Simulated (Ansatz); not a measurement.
Consider this model of amorphous Sn12Sb12Se36.

```xyz
60
Lattice="11.7386 0.3159 -0.2834 0.3159 11.9438 -0.0137 -0.2834 -0.0137 12.0125" Properties=species:S:1:pos:R:3 pbc="T T T"
Sn    11.2385     9.6587     8.1242
Sn     3.0043     8.8346     8.6533
Sn     7.2895     5.7752     9.6974
Sn    10.9017     7.3505     2.7272
Sn     9.5118    11.8522     5.9935
Sn     3.9017    10.2697     0.8706
Sn     1.8001    10.5395     4.7594
Sn     6.2017     4.4827     1.8897
Sn     3.7064     4.8971    10.6756
Sn     3.2865     1.4408     8.5420
Sn     9.8206     2.2495     0.0766
Sn     5.6651    11.1869     4.0941
Sb    11.3728    10.6004     0.6690
Sb     6.4586     2.5458     7.3338
Sb     4.9312     7.1533     5.3500
Sb     6.2648    11.5053    10.5072
Sb     0.4169     2.1446     6.2826
Sb     9.3547     7.4257     6.2385
Sb     0.1569     0.6206    10.3101
Sb     7.3957     8.3208     2.2808
Sb     1.9048     5.2335     7.2130
Sb     2.7946     5.7803     2.2016
Sb    -0.1048     5.8119    11.3882
Sb     8.9402     3.8278     4.9616
Se    11.3515     4.9513     5.0323
Se     8.4336     5.5334     2.8984
Se     8.6147     8.8508     8.2662
Se    10.0044     2.3702     7.4257
Se     3.6621     0.7929    11.1389
Se     2.2866     6.9059     5.1381
Se     8.7254     1.6949     2.3367
Se    11.6931     6.9262     8.2509
Se     6.6318     2.0236     1.2496
Se     1.7413    11.7122     7.6480
Se    11.3759     9.3321     5.3536
Se     4.7958     8.1069     2.8191
Se     3.9854     2.9215     6.4184
Se     2.9802     0.2336     3.1764
Se     5.8930     3.3842     9.9069
Se     1.5959     3.4688     9.6393
Se     0.5616     1.2637     0.9207
Se     6.7978    10.8538     1.5067
Se     4.0836     9.7076     6.2003
Se     3.6466     3.5560     0.9382
Se    11.1648     0.8729     4.1304
Se     5.9357    11.9313     7.8468
Se     9.4509     4.3145    10.5629
Se     7.7310     9.1100     4.8034
Se     5.1776     9.1403    10.3234
Se     4.7121     4.5565     4.0629
Se     0.3097     4.7678     1.9664
Se     6.1395     6.3463     0.0240
Se    10.2753     8.1363    -0.0143
Se     9.5924    12.1712    10.3475
Se     7.5471     5.3089     6.6587
Se     2.3427     7.0653    11.6498
Se     1.1209    10.0647    11.0461
Se     4.1912     6.3334     8.3042
Se     1.4207     8.9346     2.5279
Se     7.0215     1.3687     4.7871
```

Level of theory: PBE-D3(BJ), scalar-relativistic without spin-orbit coupling, PAW (Ansatz default set, large-core Se) (plane waves to 420 eV; Ansatz, a quantum-chemistry and plane-wave program).

The cell was made by melting and quenching with the CHGNet potential and then relaxed with DFT. The hot cell started wider than the set density and was brought back towards it in steps. It is the lowest in DFT energy of 3 quenches. It is a model cell: composition and starting density were chosen by hand, and all elements were melted together. The geometry includes D3(BJ) dispersion. Its density started from a set value of 5.29 and ended at 5.66 g/cm³. Cooling (nominally 79 K/ps over its main leg) ran many orders faster than in experiment, which tends to leave more defects and strain. A cell of this size samples the disorder only roughly. Volume and shape were free in the relaxation. On a 2×2×2 Γ-centred mesh force components of up to 0.14 eV/Å stay, since the relaxation ran on one k-point at (1/4, 1/4, 1/4).

Neighbours within Sn-Sn 3.34 Å, Sn-Sb 3.34 Å, Sn-Se 3.20 Å, Sb-Sb 3.34 Å, Sb-Se 3.20 Å, Se-Se 2.76 Å count as bonded.

Task: Give the coordination numbers, mean bond lengths and angles.

Result: 
- Mean coordination of Sn: 4.67 (1 with 3, 5 with 4, 3 with 5, 3 with 6)
- Mean coordination of Sb: 4.75 (4 with 4, 7 with 5, 1 with 6)
- Mean coordination of Se: 3.19 (4 with 2, 21 with 3, 11 with 4)
- Mean Sb-Se bond: 2.832 Å (spread 0.178 Å, 57 counted)
- Mean Sn-Se bond: 2.842 Å (spread 0.165 Å, 56 counted)
- Mean Se-Se bond: 2.382 Å (spread 0.000 Å, 1 counted)
- Bond angle at Sn: mean 104.2°, spread 27.3°
- Bond angle at Sb: mean 104.4°, spread 30.6°
- Bond angle at Se: mean 100.7°, spread 23.3°

Task: List the pairs of like atoms that count as bonded by the rules above.

Result: Se31-Se33 (2.38 Å).
